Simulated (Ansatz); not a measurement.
N on the 1x1 (0001) surface of hcp Co, ferromagnetic, one in a 2x2 cell, energies for each (21.5 Å²). Energies are against ½ N2(g), without zero-point or thermal terms; each row is named by its start.

Method: PBE (plane waves to 420 eV, PAW; Ansatz, a quantum-chemistry and plane-wave program).

Model: 17-atom slab, 6.0 Å thick at the start under the adsorbate (thin: gaps and levels are the slab's own), 7x7x1 mesh, Fermi-Dirac 0.1 eV, dipole correction, 8 atoms held, the rest relaxed; each run with such symmetry as its start has; spin-polarised, no spin-orbit, no U, no dispersion correction.

A negative adsorption energy means that the adsorbate is more stable on the surface than in its reference. Starts that drift may end in the same place. Heights count from the host atoms within 0.3 Å of the top one.

```tsv
starting site	E_ads (eV)	height (Å)	nearest host atom (Å)	bonded to	Δ work function (eV)	lateral drift (Å)	moment (μB)
top Co	1.75	1.74	Co 1.55	Co	0.94	0.0	25.9
hollow Co-Co-Co	-0.13	1.03	Co 1.77	3 Co	0.59	0.0	25.1
hollow Co-Co-Co over Co at depth 2.0 Å	-0.38	0.98	Co 1.76	3 Co	0.47	0.0	24.8
bridge Co-Co (span 2.5 Å)	-0.38	0.98	Co 1.76	3 Co	0.47	0.7	24.8
```
